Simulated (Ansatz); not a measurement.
## Mo: transverse stress against strain

Mo (bcc, Im-3m, 15.332 Å³/atom at rest, cube axes along x, y and z) under a strain ε along a cube axis (axis z), the other axes held. PBEsol in Ansatz, a plane-wave DFT program (PAW, default set), 420 eV, 29×29×29 Γ-centred mesh, Fermi-Dirac smearing 0.10 eV; ions are relaxed within the symmetry of each cell. Stress is positive for a compressed cell.

Here s stands for strain and y for stress xx.

```csv
strain (%),stress xx (GPa)
-1.50,2.72
-1.00,1.79
-0.50,0.88
0.00,0.00
0.50,-0.85
1.00,-1.69
1.50,-2.49
3.00,?
```

Fit y of the 7 rows that show it with a straight line. Means: s 0, y 0.051. About the means, the sum of products is -12.160 and the sum of squares of s is 7.0000; the slope is their ratio. Least squares gives y = 0.051 - 1.7371·s. Residuals (row less fit): 0.063, 0.002, -0.040, -0.051, -0.032, -0.004, 0.065; standard error 0.052 (degrees of freedom: 5). The slope gives the elastic constant C12 = 174 ± 2.0 GPa.

Task: What does the fit predict for y at s = 3.00, and how far is the calculated value from it?

Result: y = 0.051 - 1.7371 × 3.0 = -5.160 GPa. The calculation gives -4.79 GPa, 0.370 GPa above the prediction (4.9 % of the range of y in the table). The row lies outside the fitted rows, so this is an extrapolation. From the scatter of the fitted rows alone, a prediction at this place has a standard error of 0.081 GPa, so the miss is 4.6 times that.

One order more, fitted to all 13 runs of the series, follows each within 0.01, so the miss is the next term of a smooth law. In a metal these values are sensitive to mesh and smearing; energies are taken to zero smearing, stresses follow the free energy. Rows are the converged runs of the series near zero and its far end; series whose fitted rows scatter by over a few per cent of the range, as at a crossing or softening among them, aren't shown in this form. Most that stay on the fit to the last digits aren't either.
